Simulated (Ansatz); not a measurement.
Data:

```xyz
3
Lattice="3.6675 0.0000 0.0000 -1.8338 3.1762 0.0000 0.0000 0.0000 5.6786" Properties=species:S:1:pos:R:3 pbc="T T T"
Zr     0.0000     0.0000     0.0000
S      0.0000     2.1175     1.4311
S      1.8338     1.0587     4.2475
```

No spin polarisation.

Method: Ansatz (an electronic-structure program) PBEsol-D3(BJ), without spin-orbit coupling. Settings: 11×11×6 k-points, 0.05 eV Fermi–Dirac smearing.

Task: What gap character does the calculation give?

Result: Indirect, Γ → L.

Task: What is the computed valence-band top at Γ (three highest levels, from the VBM)?

Result: 0.00, -0.32, -0.32 eV.

Task: Predict the band gap.

Result: 0.67 eV.

Task: Estimate the smallest direct gap.

Result: 1.28 eV.

The cells carry an imposed strain or load. Stability against distortions was not tested. The cell was made from ZrS$_{2}$ in the CdI2 type structure (space group P-3m1, No. 164; layered, stacked along the Cartesian z axis) by this change: isotropic strain +2.50 %.
